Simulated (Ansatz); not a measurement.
Gap of a single chain of BSe2 cut from its crystal, 12 atoms a period at several levels, all on one geometry.

Levels: PBE+D3(BJ) (plane waves to 420 eV, PAW; Ansatz, a quantum-chemistry and plane-wave program); PBE+D3(BJ) with spin-orbit coupling run with Ansatz; r2SCAN (plane waves to 500 eV, PAW; Ansatz). Unmarked values and the geometry are of the first. Mesh 1×1×4. No spin polarisation. One-dimensional cell, images about 11 Å apart. A model cut from a filed crystal. Symmetry and one short period hold its shape; lower forms weren't sought. Values not marked SOC lack spin–orbit coupling.

```json
[
 {"level": "PBE", "gap (eV)": "1.89"},
 {"level": "PBE+SOC", "gap (eV)": "?"},
 {"level": "r2SCAN", "gap (eV)": "2.20"}
]
```

Problem. What belongs in the gaps?

Solution. 
- PBE+SOC, gap (eV): 1.89
